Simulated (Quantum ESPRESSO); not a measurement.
# Short convergence ladders for MnBe3 (P4mm, 4 atoms in the cell)

```
CELL_PARAMETERS angstrom
      3.23548     0.00000     0.00000
      0.00000     3.23548     0.00000
      0.00000     0.00000     3.23548
ATOMIC_POSITIONS crystal
  Be 0.01545 0.50000 0.50000
  Be 0.50000 0.00000 0.50000
  Be 0.50000 0.50000 0.00000
  Mn 0.00000 0.00000 0.00000
```
Moments meant for the start (each program seeds them in its own way; μB, in the order of the atoms Be Be Be Mn): 0.0 0.0 0.0 4.0.

Base method: LDA (PZ), GBRV 1.5 ultrasoft (LDA) pseudopotentials (plane waves; Quantum ESPRESSO).

Base settings: ecutwfc = 50 Ry; ecutrho = 400 Ry; occupations = smearing; smearing = gauss; degauss = 0.0073499 Ry; nspin = 2; potentials = {Be: be_lda_v1.4.uspp.F.UPF, Mn: mn_lda_v1.5.uspp.F.UPF}; K_POINTS = automatic 4 4 4 0 0 0; conv_thr = 1e-10 Ry; mixing_beta = 0.3.

The count of work is k-points × plane waves × bands × iterations; it is no time. Core times come from one kind of shared machine, to one figure; runs under 30 s give none.

**The cutoff for other potential files**

Level: DFT, LDA (PW92), plane waves, PseudoDojo standard norm-conserving (LDA) pseudopotentials.

In this ladder: ecutrho = default; pseudopotentials = {Be: Be.upf, Mn: Mn.upf}.

The second cell is the first with its lattice scaled by 0.98.

The mesh stays at the base's, so the ladder's end is converged at best in this setting alone.

Only quantities that move along the ladder and can be compared are tabulated.

The magnetic state is not the same in all runs (site moments differ, or a search went on to a lower state), so steps between rows are not convergence errors alone.

```csv
ecutwfc,free energy less the last step's (meV/atom),energy of the compressed cell less the first (meV/atom),pressure (GPa),largest difference of a force vector from the last step's (eV/Å),net moment (μB/atom),count of work / last,core time / last (rough)
45 Ry,4973.84,-70.54,-355.46,0.054,0.125,0.13,–
55 Ry,1338.50,6.28,-141.99,0.017,0.225,0.14,–
70 Ry,108.56,-8.77,-25.97,0.004,0.235,0.22,–
85 Ry,3.22,-6.80,-7.83,0.000,0.237,0.29,–
100 Ry,0.51,-6.83,-6.93,0.000,0.237,0.35,–
120 Ry,0.33,-6.83,-6.93,0.000,0.237,0.49,0.6
150 Ry,0.18,-6.83,-6.93,0.000,0.237,0.64,0.7
200 Ry,0.00,-6.83,-6.93,0.000,0.237,1.0,1
```

Coarsest ecutwfc that holds the pressure within 0.5 GPa of the last step, with all finer ones: 100 Ry, at 0.35 of the last step's count of work; the step before is off by 0.90 GPa.

Coarsest ecutwfc that holds the forces within 0.02 eV/Å of the last step, with all finer ones: 55 Ry, at 0.14 of the last step's count of work; the step before is off by 0.054 eV/Å.

Coarsest ecutwfc that holds the energy of the compressed cell less the first within 0.5 meV/atom of the last step, with all finer ones: 85 Ry, at 0.29 of the last step's count of work; the step before is off by 1.9 meV/atom.

The energy difference between the two cells stays within 1 meV/atom of the last step's from 85 Ry on, the total only from 100 Ry on: much of the error is common to both cells and cancels.

At the lowest cutoff the pressure lies 349 GPa under the last step's, the usual sign of Pulay stress in an incomplete plane-wave basis.

**The relaxed cell against the cutoff**

On MnBe3 (Pm-3m, 4 atoms in the cell): atoms on their sites.

In this ladder: calculation = vc-relax; tprnfor = default; tstress = default. Moved along: ecutrho.

The mesh stays at the base's, so the ladder's end is converged at best in this setting alone.

Only quantities that move along the ladder and can be compared are tabulated.

The magnetic state is not the same in all runs (site moments differ, or a search went on to a lower state), so steps between rows are not convergence errors alone.

| ecutwfc | relaxed volume (Å³/atom) | relaxation steps | core time / last (rough) |
|---|---|---|---|
| 25 Ry | 6.822 | 3 | – |
| 30 Ry | 7.607 | 3 | 0.2 |
| 35 Ry | 7.999 | 2 | 0.2 |
| 42 Ry | 8.089 | 3 | 0.3 |
| 50 Ry | 8.096 | 3 | 0.4 |
| 60 Ry | 8.097 | 3 | 0.5 |
| 75 Ry | 8.096 | 3 | 0.7 |
| 100 Ry | 8.095 | 3 | 1 |

Coarsest ecutwfc that holds the relaxed volume within 0.04 Å³/atom of the last step, with all finer ones: 42 Ry, at about 0.3 of the last step's time; the step before is off by 0.097 Å³/atom.

At the lowest cutoff the cell relaxes to a volume 16 % smaller than at the highest.

On the base run: the starting cell comes from a database of computed structures (which also holds hypothetical and non-ambient phases and stackings), without a prior relaxation at this level. Its lattice was rescaled by up to half a per cent. One atom was moved a little off its site on purpose. With one magnetic atom in the cell only a parallel order is possible. Without a gap this mesh is coarse (it stands for a supercell whose shortest vector is 13 Å).
